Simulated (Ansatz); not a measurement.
Base system: ZnCu in the CsCl type structure (space group Pm-3m, No. 221; a = 2.908 Å; relaxed with 0.1 eV smearing).

Computed with Ansatz (a program for electronic structure) PBEsol, without spin-orbit coupling.

Before the change:

Pressure: 0.0 GPa

Perturbation: an isotropic linear strain of −2.01 %, atoms relaxed at fixed cell.

### Question
What happens to the energy relative to the base?

### Answer
The energy goes up by 21 meV/atom.

### Question
Predict the new pressure.

### Answer
The pressure goes from zero to 9.7 GPa.

No phonon test of stability was made. All final runs are without spin polarisation.
